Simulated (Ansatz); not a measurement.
**A computed series for AlN: pressure series**

The parent structure is AlN in the zinc blende structure (space group F-43m, No. 216; a = 4.4032 Å).

Cell and atoms are relaxed at each pressure.

Calculations: PBE/PAW in Ansatz (a quantum-chemistry and plane-wave program), spin-orbit coupling left out.

Candidates:
(a) pressure −2 GPa
(b) pressure 0.3 GPa
(c) pressure −1 GPa
(d) pressure 7.5 GPa
(e) pressure 10 GPa

Base values:

| Item | Result |
|---|---|
| Smallest direct gap | 3.98 eV |

### Question
Order them by smallest direct gap, lowest first.

### Answer
(a) pressure −2 GPa (3.88 eV), (c) pressure −1 GPa (3.93 eV), (b) pressure 0.3 GPa (3.99 eV), (d) pressure 7.5 GPa (4.29 eV), (e) pressure 10 GPa (4.39 eV)

Load acts through the strain it causes; cell and atoms are relaxed under it. No phonon test of stability was made. Tetrahedral semiconductors of this kind turn to denser phases somewhere between about 1 and 50 GPa; those were not computed, so compressed cells here can lie past the real transition. This is not the structure that AlN has at room temperature and ambient pressure.
